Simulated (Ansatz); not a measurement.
The parent structure is CdI$_{2}$ in the CdI2 type structure (space group P-3m1, No. 164; a = 4.242 Å, c = 6.824 Å; layered, stacked along the Cartesian z axis).

Calculations: Ansatz (a first-principles code), PBE-D3(BJ), PAW, cutoff 420 eV, without spin-orbit coupling, earlier PAW set.

For the base:

- Shortest interatomic distance = 2.999 Å

One thing is altered: a free-standing slab of 4 layers (12 atoms, 3 a layer) is cut normal to the stacking axis, with 15 Å of vacuum and the in-plane cell relaxed.

### Question
Predict the new excess energy per area of both faces, thickness between the outermost nuclei and shortest interatomic distance.

### Answer
The excess energy per area of both faces (slab less bulk energy over the cell's area: twice a surface energy) is 0.23 J/m²; the thickness between the outermost nuclei comes out as 23.96 Å; the shortest interatomic distance remains 2.999 Å.

The excess energy carries the mismatch between the slab's and the bulk's meshes. Stability against distortions was not tested.
